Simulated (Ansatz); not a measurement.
BP, pressure series

Start from BP in the zinc blende structure (space group F-43m, No. 216; a = 4.5483 Å).

Cell and atoms are relaxed at each pressure.

Levels (all Ansatz, a program for electronic structure, PAW, earlier PAW set): PBE (420 eV, no spin-orbit coupling); r2SCAN (500 eV, no SOC).

The base cell above is that of PBE; each level relaxes its own structures.

```csv
case,"shift of the gap caused by the change, PBE","shift of the gap caused by the change, r2SCAN"
pressure −2 GPa,+0.02 eV,+0.02 eV
pressure −1 GPa,+0.01 eV,+0.01 eV
pressure 1.8 GPa,-0.02 eV,-0.02 eV
pressure 4.2 GPa,-0.04 eV,-0.03 eV
pressure 9 GPa,-0.07 eV,-0.07 eV
pressure 18 GPa,-0.14 eV,-0.14 eV
pressure 30 GPa,-0.22 eV,-0.22 eV
pressure 45 GPa,-0.32 eV,-0.31 eV
pressure 60 GPa,-0.41 eV,-0.41 eV
```

The two levels differ by at most about 0.02 eV. They put the cases in the same order.

Load acts through the strain it causes; cell and atoms are relaxed under it. No phonon test of stability was made. No other phases were tried under pressure.
